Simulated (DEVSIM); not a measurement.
System: abrupt Si p-n junction, at 350 K.

Layer 1 from the left is Si, thickness (μm) 3.30, Na (cm⁻³) 1.6e19, τn (s) 1.3e-7, τp (s) 1.3e-7. Layer 2 from the left is Si, thickness (μm) 130, Nd (cm⁻³) 1.7e15, τn (s) 1.3e-7, τp (s) 1.3e-7.

Left contact: ohmic. Right contact: ohmic. Voltage is applied to the left contact. Recombination: SRH at mid-gap. Mobility is μmin + (μ − μmin)/(1 + (N/Nref)^α).

The device is made up for the run: typed textbook-type constants, with dimensions and the other settings drawn at random. Values at 300 K; Nc and Nv go as T^1.5, mobilities as T to minus their exponent, the gap by Varshni's rule with the affinity fixed.

Si: gap (eV) 1.124, affinity (eV) 4.05, permittivity 11.7, Nc (cm⁻³) 2.86e19, Nv (cm⁻³) 3.1e19, μn (cm²/Vs) 1417, μp (cm²/Vs) 470, μn,min 52, μp,min 45, Nref,n 9.7e16, Nref,p 2.2e17, αn 0.68, αp 0.72, T exponent of μn 2.3, T exponent of μp 2.2, Varshni α (eV/K) 0.000473, Varshni β (K) 636.

Task: Estimate by hand the built-in potential, the peak field at zero bias, and compare with a numerical solution.

Result: 
- Built-in potential: ni = √(Nc Nv) exp(−Eg/2kT) = 3.78e11 cm⁻³ with Eg = 1.111 eV; Vbi = kT/q ln(Na Nd/ni²) = 0.783 V; numerical 0.783 V.
- Peak field at zero bias: depletion approximation: W = √(2εVbi/(qN)) = 0.772 μm with N = 1.70e15 cm⁻³; field = 2Vbi/W = 20300 V/cm; numerical 242000 V/cm (estimate below by 92 %).

Model (solved in DEVSIM): 1D drift-diffusion, Boltzmann statistics, complete ionisation; no tunnelling, impact ionisation, image-force lowering or self-heating.
